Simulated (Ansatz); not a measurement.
# Input and output of a self-consistent single point for InSe (C2/m, 4 atoms in the cell) (Ansatz)

Computed with LDA (PW92), default PAW files made with PBE (plane waves; Ansatz, a quantum-chemistry and plane-wave program).

This input was run:

Ansatz 0.2 input:
```yaml
crystal:
  lattice:
    - [5.855527, -2.064923, 0.000000]
    - [5.855527, 2.064923, 0.000000]
    - [-1.731848, 0.000000, 4.795209]
  atoms:
    - { symbol: In, position: [0.111800, 0.111800, 0.953160] }
    - { symbol: In, position: [0.888200, 0.888200, 0.046840] }
    - { symbol: Se, position: [0.339070, 0.339070, 0.331040] }
    - { symbol: Se, position: [0.660930, 0.660930, 0.668960] }
basis:
  ecutwfc: 420.0
kpoints:
  mp_grid: { grid: [6, 6, 4] }
hamiltonian:
  xc: lda
  pseudopotentials: { kind: paw }
scf:
  occupations: { method: fixed }
output:
  forces: true
  eigenvalues: true
  stress: true
```

Output (repeated stretches shortened):

```
WARN ansatz: RAYON_NUM_THREADS=1 ignored (pool sized by the plan → 1); use --threads N
Pseudopotentials: kind: paw
Pseudopotential: In, paw, valence charge 13
Pseudopotential: Se, paw, valence charge 16
Crystal: 4 atoms, lattice volume = 115.960 Å³
Basis set: ecut = 420 eV, 2265 PW (Γ)
Bands: 35, of which v1, the nominal top of the filled ones, is band 29 counted from 1 (28 counted from 0)
Symmetry: 4 space group operations
Space group: C2/m (ITA 12), of the structure as read, at distance tolerance 4.9e-5 Å
k-points: 47 of 144
PAW frozen core: In, regenerated for the run's functional, and the local potential with it
PAW frozen core: Se, regenerated for the run's functional, and the local potential with it
Initial density: superposition of atomic densities (neutral atoms: chi_scale 0, normalization atom), corrected by the library's trained network
Initial wavefunctions: pseudopotential atomic-orbital guess
Eigensolver: davidson
Functional: x = slater, c = lda
SCF iter   1: F=—  HF=-21682.582859 eV  |F-HF|=—  |Δ(HF+E_count)|=         —  Δρ=6.14e-3  dr2=3.11e-2  ethr=1.77e-3  ⟨swp⟩=5.0  Hψ=5952  notcnv=0  defer=183
all-band conjugate gradients solve this SCF's bands
preconditioner: auto → Resta (q_TF=auto, 2.431 Å⁻¹)
SCF iter   2: F=—  HF=-21682.573093 eV  |F-HF|=—  |Δ(HF+E_count)|=   9.77e-3  Δρ=2.67e-3  dr2=5.32e-3  ethr=5.37e-5  ⟨swp⟩=2.1  Hψ=2960  notcnv=0  defer=188
SCF iter   3: F=—  HF=-21682.571727 eV  |F-HF|=—  |Δ(HF+E_count)|=   1.37e-3  Δρ=5.94e-4  dr2=3.57e-4  ethr=9.17e-6  ⟨swp⟩=2.0  Hψ=2520  notcnv=0  defer=188
SCF iter   4: F=—  HF=-21682.571669 eV  |F-HF|=—  |Δ(HF+E_count)|=   5.80e-5  Δρ=1.52e-4  dr2=2.89e-5  ethr=6.15e-7  ⟨swp⟩=2.4  Hψ=2903  notcnv=0  defer=186
SCF iter   5: F=—  HF=-21682.571689 eV  |F-HF|=—  |Δ(HF+E_count)|=   2.03e-5  Δρ=4.60e-5  dr2=2.82e-6  ethr=4.98e-8  ⟨swp⟩=2.0  Hψ=2928  notcnv=0  defer=80
SCF iter   6: F=—  HF=-21682.571689 eV  |F-HF|=—  |Δ(HF+E_count)|=   5.56e-7  Δρ=1.02e-5  dr2=1.99e-7  ethr=4.87e-9  ⟨swp⟩=2.0  Hψ=1842  notcnv=0  defer=80
SCF iter   7: F=-21682.571689 eV  HF=-21682.571689 eV  |F-HF|=8.40e-10  |Δ(HF+E_count)|=   4.36e-8  Δρ=2.23e-6  dr2=8.66e-9  ethr=1.72e-10  ⟨swp⟩=9.9  Hψ=7595  notcnv=0
SCF 1 converged in 7 iterations: F = -21682.571689 eV  dr2 = 8.66e-9
SCF converged after 7 iterations
Free energy (F): -21682.571689 eV
Harris-Foulkes:  -21682.571689 eV  (|F-HF|=8.40e-10)
Internal energy: -21682.571689 eV  (E = F + TS)
E sigma→0 (E₀):  -21682.571689 eV
Fermi energy:    6.643756 eV
--- Per-component energies (eV) ---
  E_band       = -924.819797
  E_kinetic    = 722.908836
  E_local      = -7834.179668  (includes V_loc(G=0)·N_el)
  E_nonlocal   = -437.674217
  E_hartree    = 3600.588619
  E_xc         = -632.610818
  E_vxc        = -397.072900  (∫ρ·V_xc dr)
  E_paw        = -11684.931101  (= ΣΔE_a)
  E_vpaw       = -179.982213  (= ΣTr[D̂ρ^β])
  E_aug_tail   = -0.001178  (compensation charges beyond the density's cutoff)
  E_ewald      = -5421.675960
  E_core_change = 5.003797  (= ΣΔE_core)
  E_smearing   = -0.000000  (= −TS)
  E_closure    = 0.000000  (closes the sum)
  Σ components = -21682.571689   (vs F -21682.571689, Δ=0.00e0)
--- Forces (eV/Å), atoms counted from 1 ---
  atom   1  In     0.14170096     0.00000000    -0.02614819
  atom   2  In    -0.14170096     0.00000000     0.02614819
  atom   3  Se     0.00814315     0.00000000    -0.19589585
  atom   4  Se    -0.00814315     0.00000000     0.19589585
  max |Σ_I F_I| component: 2.78e-17 eV/Å
--- Stress (GPa, compression-positive) ---
       -4.096808       0.000000       0.011587
        0.000000      -3.310499       0.000000
        0.011587       0.000000      -2.880263
  P = ⅓ Tr σ = -3.4292 GPa (-34.292 kbar)
  The stress holds the Pulay correction. Without it, at fixed plane waves, as pw.x and ABINIT print it: P = -3.4549 GPa
--- Band table (eV; the first three rows and the last of 47) ---
  k-point 0: bands = ["-40.5124", "-40.5121", "-40.5120", "-40.5118", "-40.4857", "-40.4853", "-40.4829", "-40.4826", "-40.4728", "-40.4727", "-7.7313", "-7.6256", "-7.4391", "-7.4046", "-7.3688", "-7.3657", "-7.3202", "-7.2793", "-7.2508", [...]
  k-point 1: bands = ["-40.5124", "-40.5121", "-40.5120", "-40.5118", "-40.4857", "-40.4853", "-40.4829", "-40.4826", "-40.4728", "-40.4727", "-7.7392", "-7.6240", "-7.4401", "-7.4022", "-7.3689", "-7.3685", "-7.3190", "-7.2789", "-7.2504", [...]
  k-point 2: bands = ["-40.5124", "-40.5121", "-40.5120", "-40.5118", "-40.4857", "-40.4854", "-40.4828", "-40.4826", "-40.4728", "-40.4727", "-7.7460", "-7.6227", "-7.4411", "-7.3991", "-7.3720", "-7.3681", "-7.3179", "-7.2786", "-7.2502", [...]
  k-point 46: bands = ["-40.5124", "-40.5121", "-40.5120", "-40.5117", "-40.4855", "-40.4855", "-40.4828", "-40.4826", "-40.4728", "-40.4727", "-7.7058", "-7.5845", "-7.5025", "-7.4705", "-7.3947", "-7.3726", "-7.3283", "-7.2807", "-7.1784", [...]
```

The run converged in 7 iterations.

The starting cell comes from a database of computed structures (which also holds hypothetical and non-ambient phases and stackings), without a prior relaxation at this level. Its lattice was rescaled by up to half a per cent. With a pressure of about -3 GPa the cell is away from its equilibrium volume at this level. Ansatz's pressure includes its estimate of the finite-basis (Pulay) stress.
